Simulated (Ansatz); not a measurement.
Defect: Os-vacancy pair (Os on one host Al site, one Al site vacant) in fcc Al, neutral cell. The step: direct exchange of Os with the vacancy (Os-vacancy distance between ideal sites 2.86 Å throughout); the atom moves 3.24 Å along (0.00, 0.57, 0.57) of the unit cell; the moving atom starts with neighbours Al at 2.64, 4 Al at 2.71, 4 Al at 2.77, 2 Al at 2.78 Å and ends with Al at 2.64, 4 Al at 2.71, 4 Al at 2.77, 2 Al at 2.78 Å. A PBE band in Ansatz (plane-wave PAW, a 3×3×3 k-point mesh shifted by half a step, 32 host sites, 32 SCF runs with any check of the saddle's order, static, no finite-size correction) gives a forward barrier of 2.11 eV. The saddle point's order was not checked, and it lies on a symmetry element of the cell, where a band can be held. Forms of the defect that were not tried may lie lower.

Single points at the band's start and saddle point can refine it. Rough cost of one point, in units of the band's mean SCF on the same machine:

| Level | Cost of one point |
|---|---|
| PBE, a 5×5×5 k-point mesh shifted by half a step | about 4 |
| r2SCAN at 500 eV, a 3×3×3 k-point mesh shifted by half a step | about 2 |

Which of these move the barrier by more than 0.1 eV, and how far does each move it?

PBE, a 5×5×5 k-point mesh shifted by half a step: -0.08 eV; r2SCAN at 500 eV, a 3×3×3 k-point mesh shifted by half a step: +0.25 eV. Each functional is compared with PBE at the same k-points.

Ansatz is an electronic-structure program.
